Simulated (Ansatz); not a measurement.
The cell is built on a prototype and need not be the phase stable at ambient conditions.

By PBEsol, the system below comes out a metal.

The ballistic (Sharvin) conductance counts the channels at the Fermi level: G/A = (e²/h) × channels of both spins per area.

Data:

```yaml
crystal:
  lattice:
    - [3.80294, 0.00000, 0.00000]
    - [0.00000, 3.80294, 0.00000]
    - [0.00000, 0.00000, 5.81378]
  atoms:
    - { symbol: Re, position: [0.00000, 0.00000, 0.00000] }
    - { symbol: Re, position: [0.50000, 0.50000, 0.00000] }
    - { symbol: Re, position: [0.50000, 0.00000, 0.35146] }
    - { symbol: Re, position: [0.00000, 0.50000, 0.64854] }
    - { symbol: P, position: [0.50000, 0.00000, 0.73906] }
    - { symbol: P, position: [0.00000, 0.50000, 0.26094] }
```

Space group of this cell: P4/nmm. The cell was relaxed by PBE-D3(BJ); by PBEsol its mean pressure is -0.8 GPa.

The current flows along the normal of the first two printed cell vectors. No spin-orbit coupling; the value is a mean over 0.1 eV about the Fermi level.

Question: Give the ballistic conductance per area that PBEsol run with Ansatz (an electronic-structure program) yields.

Answer: 0.66 × 10¹⁵ S/m² for both spins.
